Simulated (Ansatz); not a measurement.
ZnCu2SnS4: pressure 2.1 GPa

Consider ZnCu$_{2}$SnS$_{4}$ (space group I-4, No. 82; a = 5.3737 Å, c = 10.7548 Å).

The change: a hydrostatic pressure of 2.1 GPa.

Calculations: PBEsol (Ansatz, a quantum-chemistry and plane-wave program; PAW; 420 eV plane waves; spin-orbit coupling left out). Settings: 9×9×9 k-points, 0.05 eV Fermi–Dirac smearing.

```tsv
quantity	base	changed	shift
volume per atom	19.41 Å³	18.93 Å³	-0.48 Å³
density	4.70 g/cm³	4.82 g/cm³	+0.12 g/cm³
lattice parameter a	5.374 Å	5.329 Å	-0.0444 Å
shortest interatomic distance	2.271 Å	2.252 Å	-0.019 Å
enthalpy H = E + PV relative to the base's energy	–	+0.25 eV/atom	–
band gap (uncertain: the Fermi level lies in a band; the base alone)	0.11 eV	0.18 eV	+0.07 eV
```

Final structure:

```
CELL_PARAMETERS angstrom
     -2.66466     2.66466     5.33341
      2.66466    -2.66466     5.33341
      2.66466     2.66466    -5.33341
ATOMIC_POSITIONS crystal
  Cu 0.00000 0.00000 0.00000
  Cu 0.75000 0.25000 0.50000
  Zn 0.25000 0.75000 0.50000
  Sn 0.50000 0.50000 0.00000
  S  0.37011 0.89908 0.00893
  S  0.10092 0.10985 0.47102
  S  0.89015 0.36117 0.99107
  S  0.63883 0.62989 0.52898
```

Load acts through the strain it causes; cell and atoms are relaxed under it. No phonon test of stability was made. The final runs are not spin-polarised. A zero or small gap of ZnCu2SnS4 can be the functional's error rather than a property of the material.
